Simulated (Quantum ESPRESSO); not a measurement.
Quick settings and what they miss: BaSn₃S₄ (Pm, 8 atoms in the cell)

Self-consistent single point.

```yaml
crystal:
  lattice:
    - [4.48816, 0.00000, 0.00000]
    - [0.00000, 4.24207, 0.00000]
    - [-0.10268, 0.00000, 11.84891]
  atoms:
    - { symbol: Ba, position: [0.41811, 0.50000, 0.61265] }
    - { symbol: Sn, position: [0.14952, 0.50000, 0.10585] }
    - { symbol: Sn, position: [0.63280, 0.00000, 0.35863] }
    - { symbol: Sn, position: [0.87009, 0.00000, 0.87999] }
    - { symbol: S, position: [0.48191, 0.50000, 0.88226] }
    - { symbol: S, position: [0.00887, 0.50000, 0.35101] }
    - { symbol: S, position: [0.51747, 0.00000, 0.14764] }
    - { symbol: S, position: [0.92122, 0.00000, 0.66198] }
```

Method: PBEsol, GBRV 1.5 ultrasoft (PBESOL) pseudopotentials (plane waves; Quantum ESPRESSO).

Base settings: ecutwfc = 40 Ry; ecutrho = 200 Ry; occupations = smearing; smearing = gaussian; degauss = 0.000734986 Ry; potentials = {Ba: ba_pbesol_v1.uspp.F.UPF, Sn: sn_pbesol_v1.4.uspp.F.UPF, S: s_pbesol_v1.4.uspp.F.UPF}; K_POINTS = automatic 5 5 2 0 0 0; conv_thr = 1e-09 Ry; mixing_beta = 0.7.

Tight run (finer mesh or higher cutoff; not a proven limit): ecutwfc: 40 Ry → 56 Ry; ecutrho: 200 Ry → 280 Ry; conv_thr: 1e-09 Ry → 7.3e-11 Ry; K_POINTS: automatic 5 5 2 0 0 0 → automatic 7 7 3 0 0 0. It gave top of the valence band (on the code's own zero) 6.83 eV; gap on the k-point mesh 0.90 eV; pressure -4.09 GPa; largest force (vector length) 0.268 eV/Å.

Quick runs, as changes from the base:
- A: the base itself
- B: ecutwfc: 40 Ry → 28 Ry; ecutrho: 200 Ry → 140 Ry; pseudopotentials: {Ba: ba_pbesol_v1.uspp.F.UPF, Sn: sn_pbesol_v1.4.uspp.F.UPF, S: s_pbesol_v1.4.uspp.F.UPF} → {Ba: ba_lda_v1.uspp.F.UPF, Sn: sn_lda_v1.4.uspp.F.UPF, S: s_lda_v1.4.uspp.F.UPF}; K_POINTS: automatic 5 5 2 0 0 0 → automatic 4 4 4 0 0 0 [LDA (PZ)]
- C: ecutwfc: 40 Ry → 32 Ry; ecutrho: 200 Ry → 160 Ry; conv_thr: 1e-09 Ry → 7.3e-05 Ry; K_POINTS: automatic 5 5 2 0 0 0 → automatic 2 2 2 1 1 1
- D: ecutwfc: 40 Ry → 20 Ry; ecutrho: 200 Ry → 100 Ry; pseudopotentials: {Ba: ba_pbesol_v1.uspp.F.UPF, Sn: sn_pbesol_v1.4.uspp.F.UPF, S: s_pbesol_v1.4.uspp.F.UPF} → {Ba: ba_lda_v1.uspp.F.UPF, Sn: sn_lda_v1.4.uspp.F.UPF, S: s_lda_v1.4.uspp.F.UPF}; K_POINTS: automatic 5 5 2 0 0 0 → automatic 4 4 4 0 0 0 [LDA (PZ)]
- E: conv_thr: 1e-09 Ry → 7.3e-06 Ry; K_POINTS: automatic 5 5 2 0 0 0 → automatic 4 4 4 1 1 1

Dashes: energy of B, D, another energy zero; gap of C, left out as unsure on this mesh or at this smearing.

Gaps are read on each run's own mesh, which may miss the band edges.

† marks runs with another functional, U, potentials or spin treatment: their distance from the tight run is not a convergence error alone.

The count of work is k-points × plane waves × bands × iterations; it is no time. Core times come from one kind of shared machine and are given to one figure; runs under 30 s give none.

The starting cell comes from a database of computed structures (which also holds hypothetical and non-ambient phases and stackings), without a prior relaxation at this level. Its lattice was rescaled by a random factor within 2.5 % of one. In the base run, with a pressure of about -4 GPa the cell is away from its equilibrium volume at this level.

```tsv
run	energy less tight (meV/atom)	pressure less tight (GPa)	largest miss in a force vector (eV/Å)	gap on the mesh less tight (eV)	count of work / tight	core time / tight (rough)
A	50.8	0.29	0.018	0.109	0.25	0.3
B†	–	-8.53	0.129	-0.112	0.24	0.2
C	138.7	-3.21	0.354	–	0.013	0.06
D†	–	-7.82	0.120	-0.112	0.15	0.1
E	54.8	0.01	0.136	0.626	0.15	0.2
```

Among the runs at the tight run's level, the energy misses run from 50.8 to 138.7 meV/atom.

Left out of this page: 1 run of the series outside the window shown, repeating another row's setting, or not comparable.
